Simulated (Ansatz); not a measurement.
Response to strain in Ge

The parent structure is Ge in the diamond structure (space group Fd-3m, No. 227; a = 5.6762 Å). Axes: x, y, z lie along the cube axes.

Strains are applied to the cell and any free atomic positions relax.

Calculations: PBEsol, PAW, 420 eV (Ansatz, a first-principles code; no spin-orbit coupling).

Notes on the quantities. pressure: mean of the normal stresses, compression positive; energy relative to the base: free energy F.

| variant | shortest interatomic distance | pressure | energy relative to the base |
|---|---|---|---|
| base | 2.458 Å | 0.0 GPa | 0 meV/atom |
| tensor shear ε_xy = +1.14 % | 2.450 Å | 0.0 GPa | +2.1 meV/atom |
| tensor shear ε_xy = +2.00 % | 2.444 Å | 0.1 GPa | +6.5 meV/atom |
| tensor shear ε_xy = +1.43 % | 2.448 Å | 0.0 GPa | +3.3 meV/atom |
| tensor shear ε_xy = +0.57 % | 2.454 Å | 0.0 GPa | +0.5 meV/atom |
| tensor shear ε_xy = +1.71 % | 2.446 Å | 0.1 GPa | +4.8 meV/atom |
| tensor shear ε_xy = +0.86 % | (withheld) | 0.0 GPa | (withheld) |
| tensor shear ε_xy = +0.29 % | 2.456 Å | 0.0 GPa | +0.1 meV/atom |

Question: Some entries are withheld; estimate them.

Answer: 
- tensor shear ε_xy = +0.86 %, shortest interatomic distance: 2.452 Å
- tensor shear ε_xy = +0.86 %, energy relative to the base: +1.2 meV/atom

No phonon test of stability was made.
